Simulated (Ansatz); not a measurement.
**Hypothetical diamond Ni under a change: 6 layers**

Base system: Ni in the diamond structure (space group Fd-3m, No. 227; a = 5.0999 Å; ferromagnetic; a hypothetical phase, not in the database extracts checked). Axes: x, y, z lie along the cube axes.

The change: a free-standing slab of 6 layers (12 atoms, 2 a layer) is cut normal to [110], with 15 Å of vacuum and the in-plane cell held at bulk.

Method: PBE (Ansatz, an electronic-structure program; PAW; 420 eV plane waves; without spin-orbit coupling). Γ-centred 13×9×1 mesh, Fermi–Dirac width 0.05 eV, for the changed cell.

The layer's space group (with vacuum) comes out as Pmna (No. 53) and the shortest interatomic distance increases by 0.003 Å (2.208 Å → 2.211 Å). The band gap is still zero and the magnetic state is still ferromagnetic. The largest site moment increases by 0.085 μB, from 0.84 μB to 0.92 μB and the excess energy per area of both faces (slab less bulk energy over the cell's area: twice a surface energy) amounts to 2.2 J/m² (uncertain by up to 0.1 J/m²). The thickness between the outermost nuclei is 9.13 Å and the change of the spacing d12 from its bulk value of 1.803 Å amounts to +1.9 %. The change of the spacing d23 from its bulk value of 1.803 Å is +1.1 %.

Cost of the whole job for the changed cell (relaxation, final SCF and bands): very roughly 11 core-minutes.

The magnetic state is the one reached from the starting moments; the real material's order can differ, and small cells can't hold many antiferromagnetic ones. The excess energy carries the mismatch between the slab's and the bulk's meshes. No phonon test of stability was made.
